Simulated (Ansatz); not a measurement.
Ansatz (a quantum-chemistry and plane-wave program) run on LaCoSi2 (Cm, 8 atoms in the cell): self-consistent single point.

Computed with PBEsol, default PAW files made with PBE (plane waves; Ansatz).

The change in words: lattice scaled by 0.98; kpoints.mp_grid.grid: 5 5 5 → 10 10 10. Reference geometry:
```
LaCoSi2
1.0
    2.12634    -8.31888     0.00000
    2.12634     8.31888     0.00000
    0.00000     0.00000     4.10450
La Co Si
2 2 4
Direct
  0.60858   0.39142   0.76218
  0.39142   0.60858   0.25000
  0.81844   0.18156   0.75000
  0.18156   0.81844   0.25000
  0.95629   0.04371   0.75000
  0.04371   0.95629   0.25000
  0.24957   0.75043   0.75000
  0.75043   0.24957   0.25000
```

Reference input (self-consistent single point, DFT, PBEsol, plane waves, default PAW files made with PBE): basis.ecutwfc = 30.9 Ry; kpoints.mp_grid.grid = 5 5 5; hamiltonian.xc = pbesol; hamiltonian.pseudopotentials = {kind: paw} (the program's default PAW files); scf.occupations.method = gaussian; scf.occupations.width = 0.0073 Ry. This run's input differs from it in these lines:

Ansatz 0.2 input:
```diff
@@ -3,5 +3,5 @@
   lattice:
-    - [2.126344, -8.318877, 0.000000]
-    - [2.126344, 8.318877, 0.000000]
-    - [0.000000, 0.000000, 4.104500]
+    - [2.083817, -8.152499, 0.000000]
+    - [2.083817, 8.152499, 0.000000]
+    - [0.000000, 0.000000, 4.022410]
   atoms:
@@ -19,3 +19,3 @@
   mp_grid:
-    grid: [5, 5, 5]
+    grid: [10, 10, 10]
 hamiltonian:
```

Output, abridged:

```
SCF iter   1: F=—  HF=-25000.856153 eV  |F-HF|=—  |Δ(HF+E_count)|=         —  Δρ=9.85e-3  dr2=1.02e-1  ethr=1.77e-3  ⟨swp⟩=7.2  Hψ=53865  notcnv=0
all-band conjugate gradients solve this SCF's bands
preconditioner: auto → Kerker (q_TF=auto, 2.452 Å⁻¹)
SCF iter   2: F=—  HF=-25000.842257 eV  |F-HF|=—  |Δ(HF+E_count)|=   1.39e-2  Δρ=3.12e-3  dr2=2.76e-2  ethr=1.42e-4  ⟨swp⟩=2.1  Hψ=18710  notcnv=0  defer=166
   [... lines left out ...]
SCF iter   6: F=—  HF=-25000.837541 eV  |F-HF|=—  |Δ(HF+E_count)|=   2.60e-5  Δρ=6.54e-5  dr2=5.36e-6  ethr=2.15e-8  ⟨swp⟩=2.5  Hψ=20714  notcnv=0  defer=282
SCF iter   7: F=—  HF=-25000.837540 eV  |F-HF|=—  |Δ(HF+E_count)|=   9.34e-7  Δρ=2.94e-5  dr2=1.08e-6  ethr=7.45e-9  ⟨swp⟩=2.0  Hψ=15882  notcnv=0  defer=298
SCF iter   8: F=—  HF=-25000.837540 eV  |F-HF|=—  |Δ(HF+E_count)|=   3.92e-8  Δρ=1.23e-5  dr2=1.62e-7  ethr=1.50e-9  ⟨swp⟩=1.0  Hψ=11775  notcnv=0  defer=318
SCF iter   9: F=-25000.837540 eV  HF=-25000.837540 eV  |F-HF|=4.30e-9  |Δ(HF+E_count)|=   1.24e-8  Δρ=2.11e-6  dr2=5.70e-9  ethr=1.39e-10  ⟨swp⟩=12.3  Hψ=55732  notcnv=0
SCF 1 converged in 9 iterations: F = -25000.837540 eV  dr2 = 5.70e-9
Free energy (F): -25000.837540 eV
Internal energy: -25000.814758 eV  (E = F + TS)
E sigma→0 (E₀):  -25000.826149 eV
Entropy (-TS):   -0.022782 eV (-2.848 meV/atom)
Fermi energy:    12.857051 eV
--- Forces (eV/Å), atoms counted from 1 ---
  atom   1  La    -0.00000000     0.07883799    -0.38797292
  atom   2  La    -0.00000000    -0.07676867     0.02279794
  atom   3  Co    -0.00000000    -0.07309468     0.00875798
  atom   4  Co     0.00000000     0.07021214     0.04287703
  atom   5  Si     0.00000000    -0.08272206     0.01340229
  atom   6  Si     0.00000000     0.09055504     0.19232370
  atom   7  Si     0.00000000    -0.11554741    -0.00567376
  atom   8  Si     0.00000000     0.10853456     0.11348575
--- Stress (GPa, compression-positive) ---
        1.797326       0.000000       0.000000
        0.000000       3.018655      -0.038119
        0.000000      -0.038119       3.414001
  P = ⅓ Tr σ = 2.7433 GPa (27.433 kbar)
  The stress holds the Pulay correction. Without it, at fixed plane waves, as pw.x and ABINIT print it: P = 2.6983 GPa
```

The run converged in 9 iterations. Against the reference run the free energy falls by 7.4 meV/atom, the pressure goes from -4.71 to 2.74 GPa and the largest force goes from 0.334 to 0.396 eV/Å.

The starting cell comes from a database of computed structures (which also holds hypothetical and non-ambient phases and stackings), without a prior relaxation at this level. Its lattice was rescaled by up to half a per cent. One atom was moved a little off its site on purpose. For this run, on top of that: lattice scaled by 0.98. Spin polarisation is off. Ansatz's pressure includes its estimate of the finite-basis (Pulay) stress.

Cost on one core of a shared machine: roughly 4 min.
